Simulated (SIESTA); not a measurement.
A self-consistent single point of BaP4Pd2 (I4/mmm, 7 atoms in the cell) with SIESTA.

Method of the run: LDA PW92, numerical atomic orbitals DZP, PseudoDojo LDA standard norm-conserving potentials (rewritten from UPF to PSML) run with SIESTA.

The change in words: lattice scaled by 0.98. Reference geometry:
```
CELL_PARAMETERS angstrom
     -3.42191     3.42191     2.98690
      3.42191    -3.42191     2.98690
      3.42191     3.42191    -2.98690
ATOMIC_POSITIONS crystal
  Ba 0.00000 0.00000 0.00000
  P  0.27381 0.50000 0.77381
  P  0.72619 0.50000 0.22619
  P  0.50000 0.72619 0.22619
  P  0.50000 0.27381 0.77381
  Pd 0.75000 0.25000 0.50000
  Pd 0.25000 0.75000 0.50000
```

Reference input (self-consistent single point, DFT, LDA PW92, numerical atomic orbitals DZP, PseudoDojo LDA standard norm-conserving potentials (rewritten from UPF to PSML)): XC.functional = LDA; XC.authors = PW92; potentials = PseudoDojo LDA standard; PAO.BasisSize = DZP; PAO.EnergyShift = 0.005 Ry; MeshCutoff = 400 Ry; kgrid.MonkhorstPack = 6 6 6; OccupationFunction = FD; ElectronicTemperature = 0.136 eV; MaxSCFIterations = 150; SCF.Mixer.Method = Pulay; SCF.Mixer.Weight = 0.2. This run's input differs from it in these lines:

```diff
@@ -13,5 +13,5 @@
 %block LatticeVectors
-    -6.466472723    6.466472723    5.644413513
-     6.466472723   -6.466472723    5.644413513
-     6.466472723    6.466472723   -5.644413513
+    -6.337143647    6.337143647    5.531525054
+     6.337143647   -6.337143647    5.531525054
+     6.337143647    6.337143647   -5.531525054
 %endblock LatticeVectors
```

Log, with long lists cut:

```
        iscf     Eharris(eV)        E_KS(eV)     FreeEng(eV)     dDmax    Ef(eV) dHmax(eV)
   scf:    1    -8826.391468    -8866.632174    -8866.735511  1.729641 -5.305666  2.923205
   scf:    2    -8867.242393    -8867.069784    -8867.177265  0.150978 -5.124388  1.597640
   scf:    3    -8867.163735    -8867.119532    -8867.227657  0.071143 -5.062449  1.052510
   scf:    4    -8867.171528    -8867.149965    -8867.258710  0.110132 -4.981735  0.240267
   scf:    5    -8867.154920    -8867.152798    -8867.261352  0.030162 -4.970647  0.007645
   [... 2 lines left out ...]
   scf:    8    -8867.152871    -8867.152873    -8867.261444  0.000793 -4.969334  0.001326
   scf:    9    -8867.152854    -8867.152864    -8867.261444  0.000189 -4.969140  0.003133
   scf:   10    -8867.152875    -8867.152870    -8867.261444  0.000139 -4.969291  0.000020
   scf:   11    -8867.152870    -8867.152870    -8867.261444  0.000002 -4.969291  0.000007
SCF Convergence by DM+H criterion
max |DM_out - DM_in|         :     0.0000019210
max |H_out - H_in|      (eV) :     0.0000069327
SCF cycle converged after 11 iterations

Using DM_out to compute the final energy and forces

siesta: E_KS(eV) =            -8867.1529

siesta: E_KS - E_eggbox =     -8867.1529

siesta: Atomic forces (eV/Ang):
     1    0.000000   -0.000000   -0.000000
     2    0.000512   -0.812127    0.000572
     3   -0.000512    0.812127   -0.000572
     4    0.812127   -0.000512   -0.000572
     5   -0.812127    0.000512    0.000572
     6    0.000069   -0.000069    0.000000
     7   -0.000069    0.000069   -0.000000
   Tot    0.000000    0.000000   -0.000000
   Max    0.812127
   Res    0.354441    sqrt( Sum f_i^2 / 3N )
   Max    0.812127    constrained

   [... lines left out ...]
siesta: FreeEng =     -8867.261444
   [... lines left out ...]
siesta:    -0.034373    0.000016    0.000011
siesta:     0.000016   -0.034373    0.000011
siesta:     0.000011    0.000011   -0.029442

siesta: Cell volume =        131.672590 Ang**3

siesta: Pressure (static):
siesta:                Solid            Molecule  Units
siesta:           0.00035647          0.00037078  Ry/Bohr**3
siesta:           0.03272940          0.03404363  eV/Ang**3
siesta:          52.43828678         54.54390227  kBar
```

The run converged in 11 iterations. Against the reference run the free energy goes up by 12.0 meV/atom, the pressure goes from -1.57 to 5.24 GPa and the largest force goes from 0.625 to 0.812 eV/Å.

The starting cell comes from a database of computed structures (which also holds hypothetical and non-ambient phases and stackings), without a prior relaxation at this level. For this run, on top of that: lattice scaled by 0.98. Spin polarisation is off. Values carry the incompleteness of an atom-centred basis. With a pressure of about 5 GPa the cell is away from its equilibrium volume at this level.

Cost on one core of a shared machine: roughly 60 s.
